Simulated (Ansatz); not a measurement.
## Element substitutions in LiScTl2Cl6

Start from LiScTl₂Cl₆ (space group Fm-3m, No. 225; a = 9.888 Å; a cell from a computed database, its experimental status unchecked).

Each row replaces one element on all its sites; cell and atoms are relaxed.

Method: PBEsol, PAW, 420 eV (Ansatz, an electronic-structure program; no spin-orbit coupling).

```json
[
 {"change": "base", "band gap": "3.72 eV", "shortest interatomic distance": "2.455 Å"},
 {"change": "Sc → Be", "band gap": "zero", "shortest interatomic distance": "2.239 Å"},
 {"change": "Li → Rb", "band gap": "3.67 eV", "shortest interatomic distance": "2.451 Å"},
 {"change": "Tl → Bi", "band gap": "zero", "shortest interatomic distance": "2.412 Å"}
]
```

With Tl present, leaving out spin-orbit coupling can change the band edges. No phonon test of stability was made. As relaxed here, LiBeTl2Cl6, RbScTl2Cl6 and LiScBi2Cl6 are hypothetical phases, not in the database extracts checked. The final runs are not spin-polarised. An odd electron count without spin: LiBeTl2Cl6. LiScBi2Cl6 has a high density of states at the Fermi level and may be magnetic at this level.
